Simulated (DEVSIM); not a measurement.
Device: illuminated Si n-on-p cell, one wavelength, with a back-surface field, at 400 K.

Layer 1 from the left is Si, thickness (μm) 0.180, Nd (cm⁻³) 7.1e17, τn (s) 3.9e-5, τp (s) 2.5e-5, absorption coefficient (cm⁻¹) 13000. Layer 2 from the left is Si, thickness (μm) 22.0, Na (cm⁻³) 1.4e16, τn (s) 0.00065, τp (s) 0.00065, absorption coefficient (cm⁻¹) 13000. Layer 3 from the left is Si, thickness (μm) 0.590, Na (cm⁻³) 2.6e18, τn (s) 0.00065, τp (s) 0.00065, absorption coefficient (cm⁻¹) 13000.

Left contact: ohmic, minority hole recombination velocity 2e6 cm/s. Right contact: ohmic, minority electron recombination velocity 8e6 cm/s. Voltage is applied to the left contact. Recombination: SRH at mid-gap, radiative, Auger. Light enters at the left, 1.2e17 photons cm⁻² s⁻¹, one pass, no reflection. Mobility is constant in doping.

Constants are typed, rounded textbook-type inputs, not results; the design itself was drawn at random and stands for no fabricated device. Values at 300 K; Nc and Nv go as T^1.5, mobilities as T to minus their exponent, the gap by Varshni's rule with the affinity fixed.

Si: gap (eV) 1.124, affinity (eV) 4.05, permittivity 11.7, Nc (cm⁻³) 2.86e19, Nv (cm⁻³) 3.1e19, μn (cm²/Vs) 1417, μp (cm²/Vs) 470, T exponent of μn 2.3, T exponent of μp 2.2, B (cm³/s) 4.7e-15, Cn (cm⁶/s) 2.8e-31, Cp (cm⁶/s) 9.9e-32, Varshni α (eV/K) 0.000473, Varshni β (K) 636.

DEVSIM, 1D drift-diffusion, Boltzmann statistics, complete ionisation; no tunnelling, impact ionisation, image-force lowering or self-heating.

Q: What does the simulation give for the dark forward voltage at 1 A/cm², the dark forward voltage at 100 A/cm²?

A: dark forward voltage at 1 A/cm² 0.436 V; dark forward voltage at 100 A/cm² 0.650 V.
